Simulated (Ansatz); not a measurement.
We consider Co3Si (P6₃/mmc, No. 194, 8 atoms in the cell; start mp-1079393), described by LDA in Ansatz (plane waves, PAW).

Run with plane-wave cutoff 520 eV, 12×12×14 k mesh (along the axes of the cell as run), Fermi–Dirac smearing 0.05 eV, no spin polarisation, scalar-relativistic PAW data made under PBE.

Cell (relaxed at this level):

```cif
data_Co6Si2
_chemical_formula_sum 'Co6 Si2'
_space_group_name_H-M_alt 'P 1'
_space_group_IT_number 1
_cell_length_a 4.84632
_cell_length_b 4.84632
_cell_length_c 3.86773
_cell_angle_alpha 90.000
_cell_angle_beta 90.000
_cell_angle_gamma 120.000
loop_
_space_group_symop_operation_xyz
  'x, y, z'
loop_
_atom_site_label
_atom_site_type_symbol
_atom_site_fract_x
_atom_site_fract_y
_atom_site_fract_z
_atom_site_occupancy
Co1 Co 0.16636 0.33271 0.75000 1
Co2 Co 0.83364 0.66729 0.25000 1
Co3 Co 0.83364 0.16636 0.25000 1
Co4 Co 0.16636 0.83364 0.75000 1
Co5 Co 0.66729 0.83364 0.75000 1
Co6 Co 0.33271 0.16636 0.25000 1
Si1 Si 0.66667 0.33333 0.75000 1
Si2 Si 0.33333 0.66667 0.25000 1
```

Problem. Estimate the bulk modulus B0 that the calculation returns.

Solution. 
bulk modulus B0: 293 GPa

Note: the run has no spin polarisation, so it can have missed a magnetic state; the bulk modulus is −V dP/dV from two relaxed cells at ±2 % in volume; the relaxation could not lower the start's symmetry, so the cell can be a saddle point above a distorted one.

The computed numbers hold no vibrational or temperature effects.

A start named mp-… is a Materials Project structure, which need not be a measured phase.

Ansatz is an electronic-structure program.
